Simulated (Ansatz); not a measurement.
# A computed series for GeSb2Te4: pressure series

The parent structure is GeSb2Te4 (space group R-3m, No. 166; a = 4.2480 Å, c = 40.1920 Å (hexagonal axes)).

Cell and atoms are relaxed at each pressure.

Calculations: plane-wave PAW DFT at the PBE-D3(BJ) level (Ansatz, a quantum-chemistry and plane-wave program, 420 eV), without spin-orbit coupling.

```json
[
 {"variant": "base", "density": "6.56 g/cm³", "band gap": "0.10 eV", "shortest interatomic distance": "296.5 pm"},
 {"variant": "pressure −1 GPa", "density": "6.37 g/cm³", "band gap": "0.22 eV", "shortest interatomic distance": "298.8 pm"},
 {"variant": "pressure 0.3 GPa", "density": "6.60 g/cm³", "band gap": "0.07 eV", "shortest interatomic distance": "295.9 pm"},
 {"variant": "pressure 0.7 GPa", "density": "6.66 g/cm³", "band gap": "zero", "shortest interatomic distance": "295.1 pm"},
 {"variant": "pressure 1.5 GPa", "density": "6.77 g/cm³", "band gap": "zero", "shortest interatomic distance": "293.7 pm"},
 {"variant": "pressure 3 GPa", "density": "6.95 g/cm³", "band gap": "zero", "shortest interatomic distance": "291.2 pm"},
 {"variant": "pressure 5 GPa", "density": "7.17 g/cm³", "band gap": "zero", "shortest interatomic distance": "288.3 pm"},
 {"variant": "pressure 7.5 GPa", "density": "7.42 g/cm³", "band gap": "zero", "shortest interatomic distance": "284.9 pm"},
 {"variant": "pressure 10 GPa", "density": "7.67 g/cm³", "band gap": "zero", "shortest interatomic distance": "281.6 pm"}
]
```

The mesh was chosen for an insulator and is coarse for the gapless case. With Sb and Te present, leaving out spin-orbit coupling can change the band edges. Load acts through the strain it causes; cell and atoms are relaxed under it. Stability against distortions was not tested. Competing high-pressure phases were not computed. All final runs are without spin polarisation. Gaps under 0.05 eV, about the width of the smearing, are given as zero. The program warned that a D3 coordination switch lies within reach, so dispersion energies are less smooth here. The zero or small gap of GeSb2Te4 can change with the level of theory.
